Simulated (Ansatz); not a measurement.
Ni on the Al site in wurtzite AlN (start: the Al site; 96-site cell, 2×2×2 shifted sampling). These are PBE, PAW (plane waves to 420 eV; Ansatz, a first-principles code) values and carry that method's errors. Total energies of the localised charge states, counted from that of charge +1, and their image corrections (point charge with alignment); the host's valence-band maximum lies at 6.942 eV on the cells' energy zero and its gap is 4.03 eV.

```
charge  moment (μB)  E − E(first) (eV)  correction (eV)
------  -----------  -----------------  ---------------
+1              2.0              0.000            0.274
0               3.0              7.417            0.000
−1              2.0             16.154            0.150
−2              1.0             25.963            0.744
```

Derive the transition levels above the valence-band maximum and say which of them are thermodynamic.

A level is the Fermi energy at which two charges have equal formation energy: ε(q/q′) = [E(q′) + corr(q′) − E(q) − corr(q)] / (q − q′) − E_VBM.
ε(+1/0) = [(7.417 + 0.000) − (0.000 + 0.274)] / 1 − 6.942 = 0.20 eV
ε(0/−1) = [(16.154 + 0.150) − (7.417 + 0.000)] / 1 − 6.942 = 1.95 eV
ε(−1/−2) = [(25.963 + 0.744) − (16.154 + 0.150)] / 1 − 6.942 = 3.46 eV
Thermodynamic levels at least 0.1 eV inside the gap: (+1/0) at 0.20 eV; (0/−1) at 1.95 eV; (−1/−2) at 3.46 eV. They hold to tenths of an eV in this cell. Only the charges listed were compared. Flagged in the runs: a host whose relaxation on this sampling wasn't shown to rest.
